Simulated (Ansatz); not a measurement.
Input:

End structure of a constructed model of the (100) surface of rock-salt TiC (in the relaxation 1 O–Ti bonds broke), top plane replaced by TaO (bottom of the slab: a bare face, its two planes held):

```xyz
12
Lattice="3.0639 0.0000 0.0000 0.0000 3.0639 0.0000 0.0000 0.0000 27.0000" Properties=species:S:1:pos:R:3 pbc="T T T"
C      0.0000     0.0000     8.0837
Ti     1.5320     1.5320     8.0837
C      1.5320     1.5320    10.2502
Ti     0.0000     0.0000    10.2502
C      0.0000     0.0000    12.4061
Ti     1.5320     1.5320    12.4111
C      1.5320     1.5320    14.5850
Ti     0.0000     0.0000    14.5556
C      0.0000     0.0000    16.7980
Ti     1.5320     1.5320    16.6291
O      1.5320     1.5320    19.5087
Ta     0.0000     0.0000    18.8443
```

Set-up: 12 atoms, 10.8 Å thick at the start with caps and adatoms (thin: gaps and levels are the slab's own); mesh 12x12x1; 0.1 eV smearing; dipole correction on; 4 atoms held, the rest relaxed; symmetry of the start imposed; no spin, no spin-orbit, no U. It is one candidate, not shown to be the stable structure of the face.

Problem. Estimate the work function of the top face that PBE (Ansatz, an electronic-structure program) returns for this input.

Solution. 3.24 eV
